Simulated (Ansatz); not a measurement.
Te under a change: W on a Te site, symmetric start

Take a 9-atom supercell of Te (space group P3_121, No. 152; a = 4.5211 Å, c = 5.9549 Å; made of chains) at its relaxed geometry as the base.

Now apply this change: a neutral W on a Te site, symmetric start, atoms relaxed at fixed cell.

The values are results of PBE, PAW, 420 eV (Ansatz, a first-principles code; spin-orbit coupling left out), earlier PAW set, not measurements. Settings: 6×6×6 k-points, 0.01 eV Fermi–Dirac smearing.

The largest displacement of a host atom from its site in the perfect cell amounts to 0.80 Å and the mean distance from the defect site to its nearest host atoms decreases by 0.24 Å (2.89 Å → 2.65 Å).

Cost of the whole job for the changed cell (relaxation, final SCF and bands): very roughly 60 core-minutes.

Other magnetic orders, which the real material may have, were not ruled out. In so small a cell the defect repeats every few ångströms: this is an ordered compound, not a dilute defect. The defect started on the symmetric site and kept its symmetry, so it may sit on a saddle. Starting moments died away, wholly or in part, for W on a Te site; another magnetic solution may exist. No dispersion term is included, though the crystal is made of layers, chains or molecules, so its spacings can come out too wide. The defect cell is spin-polarised and ends with 0.0 μB.
